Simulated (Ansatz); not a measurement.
# BN: response to strain

Consider BN in the zinc blende structure (space group F-43m, No. 216; a = 3.6097 Å). Axes: x, y, z lie along the cube axes.

Strains are applied to the cell and any free atomic positions relax.

The values are results of Kohn–Sham DFT with the r2SCAN functional, run in Ansatz (a first-principles code) with PAW and 500 eV plane waves, no SOC, not measurements.

Candidates:
(a) tensor shear ε_xy = +0.86 %
(b) tensor shear ε_xy = +2.00 %
(c) tensor shear ε_xy = +1.14 %
(d) tensor shear ε_xy = +0.29 %
(e) tensor shear ε_xy = +1.71 %

Before the change:

The smallest direct gap is 9.59 eV.

Problem. Order them by smallest direct gap, lowest first.

Solution. (b) tensor shear ε_xy = +2.00 % (8.96 eV), (e) tensor shear ε_xy = +1.71 % (9.05 eV), (c) tensor shear ε_xy = +1.14 % (9.23 eV), (a) tensor shear ε_xy = +0.86 % (9.32 eV), (d) tensor shear ε_xy = +0.29 % (9.50 eV)

No phonon test of stability was made.
